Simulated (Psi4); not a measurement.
Psi4 1.11, WB97X/def2-svp: Ti(F)6 ([F][Ti-2]([F])([F])([F])([F])[F]), charge -2, multiplicity 1, 7 atoms. The geometry is a generated start, not checked to be a minimum at this level.

```yaml
task: energy
method: wb97x
basis: def2-svp
memory: 3 GB
maxiter: 100
keys_of_the_molecule_block: symmetry c1
scf_type: df (default)
e_convergence: 1e-06 (default)
d_convergence: 1e-06 (default)
dft_radial_points: 75 (default)
dft_spherical_points: 302 (default)
basis_functions: 115
grid_points: 152916
```

```xyz
7

Ti    -0.0002    -0.0009     0.0002
F      1.1274    -0.4594    -1.3986
F     -1.1275     0.4607     1.3981
F     -1.1624     0.7938    -1.2063
F     -0.8984    -1.6112    -0.1949
F      0.8968     1.6102     0.1948
F      1.1644    -0.7932     1.2066
```

Charge -2 and multiplicity 1 are set for this test and not shown to be the ground state.

With the defaults (damping_percentage = 0, diis = true, scf_initial_accelerator = adiis, diis_max_vecs = 10, soscf = false, soscf_start_convergence = 0.01, guess = auto, which took SAD) it converges in 9 SCF iterations. One run each on 2 threads, with these changes:
- diis_max_vecs = 3
- soscf = true, soscf_start_convergence = 0.001
- damping_percentage = 20
- soscf = true
- guess = sap
- damping_percentage = 60, diis = false, scf_initial_accelerator = none
- scf_initial_accelerator = ediis
- damping_percentage = 60
- scf_initial_accelerator = none

### Question
Name the settings that don't reach the solution of the defaults.

### Answer
No convergence: damping_percentage = 60; damping_percentage = 60, diis = false, scf_initial_accelerator = none (the run ends without SCF convergence in 100 iterations). The rest reach the solution of the defaults.

```
setting                                                                SCF iterations  JK calls             end
---------------------------------------------------------------------  --------------  --------  --------------
soscf = true                                                                        7        23   same solution
soscf = true, soscf_start_convergence = 0.001                                       7        18   same solution
guess = sap                                                                         8         8   same solution
the defaults                                                                        9        10   same solution
scf_initial_accelerator = none                                                      9        10   same solution
scf_initial_accelerator = ediis                                                     9        10   same solution
diis_max_vecs = 3                                                                  10        11   same solution
damping_percentage = 20                                                            21        22   same solution
damping_percentage = 60                                                           100       101  no convergence
damping_percentage = 60, diis = false, scf_initial_accelerator = none             100       101  no convergence
```

An SOSCF iteration holds several JK calls; a Hückel guess adds calls on atoms.
